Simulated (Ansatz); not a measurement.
Base system: CdTe in the zinc blende structure (space group F-43m, No. 216; a = 6.619 Å).

Calculations: PBE in Ansatz (plane waves to 420 eV, PAW, no SOC), earlier PAW set.

One change was made to it. Results:

| quantity | base | after |
|---|---|---|
| electron mass | 0.053 mₑ (at Γ) | 0.057 mₑ (at Γ) |
| lattice parameter a | 6.619 Å | 6.566 Å |
| hole mass (degenerate bands, along [100]) | 0.053, 0.57, 0.57 mₑ (at Γ) | 0.058, 0.55, 0.55 mₑ (at Γ) |
| valley order (the lowest conduction-band minima on the path, energy above the VBM, named in the base's zone) | Γ 0.58 eV; L along ⟨111⟩ 1.76 eV | Γ 0.65 eV; L along ⟨111⟩ 1.78 eV |

Problem. What was done to the base?
(A) pressure 0.9 GPa
(B) pressure 15 GPa
(C) pressure 9 GPa
(D) pressure −2 GPa
(E) pressure 2.1 GPa

Solution. A, pressure 0.9 GPa. For comparison, the valley order in the other runs: pressure 9 GPa gives Γ 1.10 eV; L along ⟨111⟩ 1.92 eV; X along ⟨100⟩ 2.36 eV; pressure −2 GPa gives Γ 0.39 eV; L along ⟨111⟩ 1.68 eV; pressure 15 GPa gives Γ 1.32 eV; L along ⟨111⟩ 1.97 eV; X along ⟨100⟩ 2.16 eV; pressure 2.1 GPa gives Γ 0.74 eV; L along ⟨111⟩ 1.81 eV.

With Te present, leaving out spin-orbit coupling can change the band edges. The levels and masses belong to the bands next to the band gap. Load acts through the strain it causes; cell and atoms are relaxed under it. Effective masses come from finite differences of ±0.01 Å⁻¹. Stability against distortions was not tested. Measured, CdTe leaves this structure (for cinnabar) near 3.53 GPa (temperature not stated; as listed in Datta, Sujoy, Jana, Debnarayan, arXiv (2020)), on rising pressure, with hysteresis.

Ansatz is a program for electronic structure.
